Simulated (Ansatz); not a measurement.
Output of an Ansatz run (abridged):

```
WARN ansatz: RAYON_NUM_THREADS=1 ignored (pool sized by the plan → 1); use --threads N
basis.fft_grid_basis auto: the FFT boxes are laid along the combinations [[1, 0, 1], [0, 1, 1], [0, 0, 1]] of the cell's own vectors, 2.966, 2.966 and 5.153 Å …
Pseudopotentials: kind: paw
Pseudopotential: Al, paw, valence charge 3
Pseudopotential: Tc, paw, valence charge 15
Crystal: 3 atoms, lattice volume = 41.410 Å³
Basis set: ecut = 500 eV, 1037 PW (Γ), FFT grids on a1+a3, a2+a3, a3, exchange–correlation on 48×48×80 points (8 copies of the dense FFT grid, shifted against one another)
Bands: 21, of which v1, the nominal top of the filled ones, is band 17 counted from 1 (16 counted from 0)
Symmetry: 8 space group operations
Space group: I4mm (ITA 107), of the structure as read, at distance tolerance 3.5e-5 Å
k-points: 75 of 729 (time reversal used)
PAW frozen core: Al, regenerated for the run's functional, and the local potential with it
PAW frozen core: Tc, regenerated for the run's functional, and the local potential with it
Initial density: superposition of atomic densities (chi_scale 0.1, normalization cell, long waves kept (reshape's long-wave potential 0.00 eV rms))
Initial wavefunctions: pseudopotential atomic-orbital guess
Eigensolver: davidson
Functional: x = pbesol(κ = 0.804, μ = 0.12345679012345678), c = pbesol(β = 0.046)
SCF iter   1: F=—  HF=-11201.599719 eV  |F-HF|=—  |Δ(HF+E_count)|=         —  Δρ=5.12e-2  dr2=1.17e0  ethr=3.10e-3  ⟨swp⟩=4.8  Hψ=6184  notcnv=0
all-band conjugate gradients solve this SCF's bands
preconditioner: auto → Kerker (q_TF=auto, 2.627 Å⁻¹)
SCF iter   2: F=—  HF=-11201.309768 eV  |F-HF|=—  |Δ(HF+E_count)|=   2.90e-1  Δρ=2.80e-2  dr2=4.32e-1  ethr=3.10e-3  ⟨swp⟩=2.0  Hψ=2468  notcnv=0
SCF iter   3: F=—  HF=-11201.149475 eV  |F-HF|=—  |Δ(HF+E_count)|=   1.60e-1  Δρ=5.98e-3  dr2=3.22e-2  ethr=1.31e-3  ⟨swp⟩=2.1  Hψ=2503  notcnv=0
SCF iter   4: F=—  HF=-11201.137405 eV  |F-HF|=—  |Δ(HF+E_count)|=   1.21e-2  Δρ=1.07e-3  dr2=4.94e-4  ethr=9.76e-5  ⟨swp⟩=1.9  Hψ=2198  notcnv=0
SCF iter   5: F=—  HF=-11201.137163 eV  |F-HF|=—  |Δ(HF+E_count)|=   2.42e-4  Δρ=1.91e-4  dr2=1.76e-5  ethr=1.50e-6  ⟨swp⟩=2.2  Hψ=2431  notcnv=0
SCF iter   6: F=—  HF=-11201.137158 eV  |F-HF|=—  |Δ(HF+E_count)|=   5.41e-6  Δρ=3.36e-5  dr2=3.93e-7  ethr=5.35e-8  ⟨swp⟩=2.0  Hψ=2166  notcnv=0
SCF iter   7: F=-11201.137158 eV  HF=-11201.137158 eV  |F-HF|=1.09e-8  |Δ(HF+E_count)|=   1.63e-7  Δρ=6.55e-6  dr2=1.83e-8  ethr=3.03e-10  ⟨swp⟩=5.1  Hψ=6222  notcnv=0
SCF 1 converged in 7 iterations: F = -11201.137158 eV  dr2 = 1.83e-8
SCF converged after 7 iterations
Free energy (F): -11201.137158 eV
Harris-Foulkes:  -11201.137158 eV  (|F-HF|=1.09e-8)
Internal energy: -11201.087973 eV  (E = F + TS)
E sigma→0 (E₀):  -11201.112565 eV
Entropy (-TS):   -0.049185 eV (-16.395 meV/atom)
Fermi energy:    18.633265 eV
--- Per-component energies (eV) ---
  E_band       = -172.526158
  E_kinetic    = 1275.063712
  E_local      = -3163.355058  (includes V_loc(G=0)·N_el)
  E_nonlocal   = 587.283307
  E_hartree    = 998.140637
  E_xc         = -517.411244
  E_vxc        = -620.150118  (∫ρ·V_xc dr)
  E_paw        = -6894.290049  (= ΣΔE_a)
  E_vpaw       = -247.654629  (= ΣTr[D̂ρ^β])
  E_aug_tail   = -0.000028  (compensation charges beyond the density's cutoff)
  E_ewald      = -3486.992077
  E_core_change = 0.472828  (= ΣΔE_core)
  E_smearing   = -0.049185  (= −TS)
  E_closure    = -0.000000  (closes the sum)
  Σ components = -11201.137158   (vs F -11201.137158, Δ=0.00e0)
--- Forces (eV/Å), atoms counted from 1 ---
  atom   1  Al     0.00000000     0.00000000    -0.51891196
  atom   2  Tc     0.00000000    -0.00000000     0.17045095
  atom   3  Tc    -0.00000000     0.00000000     0.34846525
  max |Σ_I F_I| component: 4.24e-6 eV/Å
--- Stress (GPa, compression-positive) ---
       -0.819368       0.000000       0.000000
        0.000000      -0.819368       0.000000
        0.000000       0.000000       0.598360
  P = ⅓ Tr σ = -0.3468 GPa (-3.468 kbar)
  The stress holds the Pulay correction. Without it, at fixed plane waves, as pw.x and ABINIT print it: P = -0.3621 GPa
--- Band table (eV; the first three rows and the last of 75) ---
  k-point 0: bands = ["-48.1611", "-47.8783", "-20.4612", "-20.2590", "-20.2590", "-19.8055", "-19.7130", "-19.7130", "9.1286", "13.0909", "13.7056", "15.7464", "16.7228", "17.2918", "17.2918", "17.8724", "18.5929", "18.5929", "20.6532", "20.7021", "21.2243"]
  k-point 1: bands = ["-48.1387", "-47.8880", "-20.4719", "-20.3078", "-20.2918", "-19.7772", "-19.7530", "-19.7320", "9.6066", "13.4356", "14.0478", "15.6677", "16.3139", "17.0061", "17.1411", "17.1458", "18.7589", "19.0346", "20.1778", "21.3230", "21.8744"]
  k-point 2: bands = ["-48.0818", "-47.9126", "-20.5141", "-20.4298", "-20.3056", "-19.9198", "-19.7802", "-19.6912", "10.8006", "14.3620", "14.8826", "15.1805", "15.6799", "16.4203", "16.6981", "16.9758", "18.0449", "19.6355", "19.7187", "23.0710", "23.2447"]…
  k-point 74: bands = ["-48.1445", "-47.8888", "-20.3931", "-20.3335", "-20.2453", "-19.8538", "-19.7301", "-19.7200", "10.5332", "12.3412", "13.6582", "13.9818", "16.6684", "16.7049", "17.2196", "17.5383", "19.3069", "20.1123", "20.2020", [...]
```

The structure:

```xyz
3
Lattice="-1.4831 1.4831 4.7068 1.4831 -1.4831 4.7068 1.4831 1.4831 -4.7068" Properties=species:S:1:pos:R:3 pbc="T T T"
Al     0.0000     0.0000     0.0500
Tc     0.0000     0.0000     6.3062
Tc     0.0000     0.0000     3.1073
```

What input produced this log?

Other spellings and defaults could give the same log, and not every line can be read from it. The input that was run (DFT, PBEsol, plane waves, default PAW files made with PBE):

Ansatz 0.2 input:
```yaml
crystal:
  lattice:
    - [-1.483062, 1.483062, 4.706767]
    - [1.483062, -1.483062, 4.706767]
    - [1.483062, 1.483062, -4.706767]
  atoms:
    - { symbol: Al, position: [0.005312, 0.005312, 0.000000] }
    - { symbol: Tc, position: [0.669910, 0.669910, 0.000000] }
    - { symbol: Tc, position: [0.330090, 0.330090, 0.000000] }
basis:
  ecutwfc: 500.0
kpoints:
  mp_grid: { grid: [9, 9, 9] }
hamiltonian:
  xc: pbesol
  pseudopotentials: { kind: paw }
scf:
  occupations: { method: fermi_dirac, width: 0.1 }
output:
  forces: true
  eigenvalues: true
  stress: true
```

The starting cell comes from a database of computed structures (which also holds hypothetical and non-ambient phases and stackings), without a prior relaxation at this level. Its lattice was rescaled by up to half a per cent. One atom was moved a little off its site on purpose. Spin polarisation is off. Ansatz's pressure includes its estimate of the finite-basis (Pulay) stress.

Ansatz is a quantum-chemistry and plane-wave program.
